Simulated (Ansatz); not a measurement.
Results of PBEsol (Ansatz, an electronic-structure program, PAW) for MgCO₃ (R-3c, No. 167).

Settings: plane-wave cutoff 520 eV, 10×10×10 k mesh, Fermi–Dirac smearing 0.01 eV, scalar-relativistic PAW data made under PBE.

Shape and atoms are relaxed at each volume.

Pressure at four volumes; x = ln(V/9.315 Å³). One pressure is withheld.

```
V (Å³/atom)        x  P (GPa)
-----------  -------  -------
8.942        -0.0409     4.80
9.315         0.0000     0.00
9.501         0.0198    -2.02
9.687         0.0392        ?
```

Q: Pass a parabola P(x) through the three rows shown, estimate the bulk modulus and its pressure derivative near zero pressure, and predict the withheld pressure.

A: Slopes between the rows: (0.00 − (4.80))/(0.0000 − (-0.0409)) = -117.36 and (-2.02 − (0.00))/(0.0198 − (0.0000)) = -102.02 GPa. Their difference over the span 0.0607 is c = 15.34/0.0607 = 252.7 GPa, so P(x) = 4.80 + (-117.36)(x − (-0.0409)) + 252.7 (x − (-0.0409))(x − (0.0000)). At the middle row B = −dP/dx = −[-117.36 + 252.7 × 0.0409] = 107.0 GPa, and B′ = dB/dP = 2c/B = 4.7. At x = 0.0392 the parabola gives -3.81 GPa; the run gives -3.81 GPa. The Birch–Murnaghan fit to the energies at all volumes has B0 = 107 GPa and B′ = 4.7.
